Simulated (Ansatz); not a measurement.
Density of states of IrAl (Pm-3m) near the Fermi level, PBEsol, rigid bands in Ansatz (a first-principles code).

```csv
E − E_F (eV),states/eV/cell
-1.95,1.38
-1.85,1.29
-1.75,0.99
-1.65,0.76
-1.55,0.48
-1.45,0.37
-1.35,0.35
-1.25,0.32
-1.15,0.30
-1.05,0.28
-0.95,0.26
-0.85,0.24
-0.75,0.22
-0.65,0.21
-0.55,0.19
-0.45,0.18
-0.35,0.16
-0.25,0.29
-0.15,0.30
-0.05,0.35
0.05,0.43
0.15,0.65
0.25,2.49
0.35,1.63
0.45,1.29
0.55,1.08
0.65,0.95
0.75,0.85
0.85,0.78
0.95,0.72
1.05,0.69
1.15,0.66
1.25,0.62
1.35,0.61
1.45,0.57
1.55,0.55
1.65,0.54
1.75,0.51
1.85,0.50
```

With 2 atoms a cell, what bare Sommerfeld coefficient γ = (π²/3) k_B² N(E_F) follows?

N(E_F) ≈ 0.39 states/eV a cell at 300 K, so γ ≈ 0.46 mJ/(mol of atoms·K²), before electron-phonon enhancement.

How far does the Fermi level move in a rigid band for 0.1 electron a cell added or removed?

172 meV and -334 meV.

A metal at this level (no band gap); rigid bands, thermally averaged at 300 K, both spins. Spin-orbit coupling is left out, which matters with elements this heavy. Geometry: cell and atoms relaxed with PBEsol.

Computed structure, not matched to a measured one here, so possibly hypothetical: IrAl (Pm-3m).
